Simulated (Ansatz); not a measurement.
## A computed series for InAgTe2: response to strain

Take InAgTe2 in the chalcopyrite structure (space group I-42d, No. 122) as the base.

```xyz
8
Lattice="-3.2160 3.2160 6.3829 3.2160 -3.2160 6.3829 3.2160 3.2160 -6.3829" Properties=species:S:1:pos:R:3 pbc="T T T"
In     0.0000     0.0000     6.3829
In     3.2160     0.0000     3.1915
Te     1.5517     1.6080     1.5957
Te    -1.6080     1.6643     4.7872
Te     1.6643     1.6080     7.9787
Te     4.8240     1.5517    -1.5957
Ag     0.0000     0.0000     0.0000
Ag     0.0000     3.2160     3.1915
```

Strains are applied to the cell and any free atomic positions relax.

Calculations: PBEsol in Ansatz (plane waves to 420 eV, PAW, no SOC).

Notes on the quantities. energy relative to the base: free energy F.

```csv
isotropic strain (%),energy relative to the base (meV/atom)
-3,42.0
-2.25,22.9
-1.5,9.8
-0.75,?
0,0.0
```

Q: Fit ΔE = Aε² + Bε³ (ε in %) to the rows shown and predict the withheld row.

A: Least squares on the printed values gives A = 4.07 and B = -0.20 meV/atom (largest residual 0.0 meV/atom); this predicts 2.4 meV/atom, and the run gives 2.4 meV/atom, in agreement.

Stability against distortions was not tested.

Ansatz is a quantum-chemistry and plane-wave program.
